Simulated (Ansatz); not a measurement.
**BaTi4O9 (Pmmn, No. 59, 28 atoms in the cell; start mp-3175)**

Calculation: r²SCAN (Ansatz, an electronic-structure program, PAW).

Settings: plane-wave cutoff 560 eV, 10×4×6 k mesh (along the axes of the cell as run), Fermi–Dirac smearing 0.01 eV, no spin polarisation, scalar-relativistic PAW data made under PBE.

Cell (relaxed with PBEsol):

```yaml
crystal:
  lattice:
    - [3.77093, 0.00000, 0.00000]
    - [0.00000, 14.50895, 0.00000]
    - [0.00000, 0.00000, 6.29869]
  atoms:
    - { symbol: Ba, position: [0.00000, 0.50000, 0.28492] }
    - { symbol: Ba, position: [0.50000, 0.00000, 0.71508] }
    - { symbol: Ti, position: [0.50000, 0.37820, 0.74665] }
    - { symbol: Ti, position: [0.50000, 0.62180, 0.74665] }
    - { symbol: Ti, position: [0.00000, 0.12180, 0.25335] }
    - { symbol: Ti, position: [0.00000, 0.87820, 0.25335] }
    - { symbol: Ti, position: [0.50000, 0.28835, 0.19329] }
    - { symbol: Ti, position: [0.50000, 0.71165, 0.19329] }
    - { symbol: Ti, position: [0.00000, 0.21165, 0.80671] }
    - { symbol: Ti, position: [0.00000, 0.78835, 0.80671] }
    - { symbol: O, position: [0.50000, 0.50000, 0.65909] }
    - { symbol: O, position: [0.00000, 0.00000, 0.34091] }
    - { symbol: O, position: [0.50000, 0.34562, 0.43825] }
    - { symbol: O, position: [0.50000, 0.65438, 0.43825] }
    - { symbol: O, position: [0.00000, 0.15438, 0.56175] }
    - { symbol: O, position: [0.00000, 0.84562, 0.56175] }
    - { symbol: O, position: [0.50000, 0.40215, 0.04359] }
    - { symbol: O, position: [0.50000, 0.59785, 0.04359] }
    - { symbol: O, position: [0.00000, 0.09785, 0.95641] }
    - { symbol: O, position: [0.00000, 0.90215, 0.95641] }
    - { symbol: O, position: [0.00000, 0.26059, 0.15003] }
    - { symbol: O, position: [0.00000, 0.73941, 0.15003] }
    - { symbol: O, position: [0.50000, 0.23941, 0.84997] }
    - { symbol: O, position: [0.50000, 0.76059, 0.84997] }
    - { symbol: O, position: [0.00000, 0.34920, 0.74108] }
    - { symbol: O, position: [0.00000, 0.65080, 0.74108] }
    - { symbol: O, position: [0.50000, 0.15080, 0.25892] }
    - { symbol: O, position: [0.50000, 0.84920, 0.25892] }
```

```json
{
 "band_gap": "3.27 eV",
 "smallest_direct_gap_on_the_k_points_sampled": "3.50 eV"
}
```

Note: cell and atoms aren't relaxed at this level (largest force component 0.11 eV/Å, pressure 1.9 GPa).

Spin–orbit coupling is not included.

Static lattice: no zero-point or thermal effects.

The result took around 18 core-minutes (rough).

A start named mp-… is a Materials Project structure, which need not be a measured phase.
